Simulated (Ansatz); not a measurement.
Consider the following.

```
CELL_PARAMETERS angstrom
      3.10713     0.00000     0.00000
     -1.55357     2.69085     0.00000
      0.00000     0.00000    11.51715
ATOMIC_POSITIONS crystal
  Mo 0.33333 0.66667 0.25000
  Mo 0.66667 0.33333 0.75000
  S  0.33333 0.66667 0.61461
  S  0.66667 0.33333 0.11461
  S  0.66667 0.33333 0.38539
  S  0.33333 0.66667 0.88539
```

No spin polarisation.

Method: Kohn–Sham DFT with the r2SCAN+rVV10 functional, run in Ansatz (a first-principles code) with PAW and 500 eV plane waves, scalar-relativistic without spin-orbit coupling. Γ-centred 12×12×3 mesh, Fermi–Dirac width 0.05 eV.

Task: Predict the band gap, smallest direct gap, valence-band top at Γ and hole mass.

Result: Band gap: 0.54 eV
Smallest direct gap: 1.90 eV
Valence-band top at Γ (three highest levels, from the VBM): 0.00, -0.98, -1.71 eV
Hole mass: 1.2 mₑ along c, 0.42 mₑ across (at Γ)

Load acts through the strain it causes; cell and atoms are relaxed under it. Masses are band curvatures over ±0.01 Å⁻¹ around the edge. Stability against distortions was not tested. No other phases were tried under pressure. The cell was made from MoS₂ in the 2H-MoS2 type structure (space group P6_3/mmc, No. 194; layered, stacked along the Cartesian z axis) by this change: pressure 9 GPa.
